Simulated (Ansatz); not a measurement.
**Effect of uniaxial strain ε_zz = +3.00 % on Cu3SbS4**

Consider Cu$_{3}$SbS$_{4}$ (space group I-42m, No. 121; a = 5.3398 Å, c = 10.6351 Å). Axes: x, y, z lie along a, b, c of the conventional cell.

Modification: the cell is stretched by 3.00 % along z with no lateral relaxation; the atoms relax in the strained cell.

Computed with Kohn–Sham DFT with the PBEsol functional, run in Ansatz (a quantum-chemistry and plane-wave program) with PAW and 420 eV plane waves, no spin-orbit coupling. Γ-centred 12×12×12 mesh, Fermi–Dirac width 0.05 eV.

The volume per atom grows by 0.57 Å³ (18.95 Å³ → 19.52 Å³) and the space group stays I-42m (No. 121). The shortest interatomic distance rises by 0.044 bohr, from 4.271 bohr to 4.315 bohr and the energy rises by 5.3 meV/atom. The pressure (mean of the normal stresses, compression positive) goes from zero to -2.3 GPa and the band gap is still zero. The stress (xx, yy, zz, yz, xz, xy; compression positive) comes out as (-1.9, -1.9, -3.0, 0.0, 0.0, 0.0) GPa (rough).

Final structure:

```
Cu3SbS4
1.0
   -2.66991     2.66991     5.47706
    2.66991    -2.66991     5.47706
    2.66991     2.66991    -5.47706
S Sb Cu
4 1 3
Cartesian
  1.24367   1.24367   4.01647
  1.24367  -1.24367   6.93765
  1.42624   1.42624  -1.46059
 -1.24367   1.24367   6.93765
  0.00000   0.00000   0.00000
  2.66991   0.00000   2.73853
  0.00000   2.66991   2.73853
  0.00000   0.00000   5.47706
```

Without a gap, meshes like the base's 12×12×12 leave anisotropic stresses uncertain by several tenths of a GPa, and small strain energies with them. Spin-orbit coupling, missing from the scalar runs, can matter with Sb. Stability against distortions was not tested. The final runs are not spin-polarised.
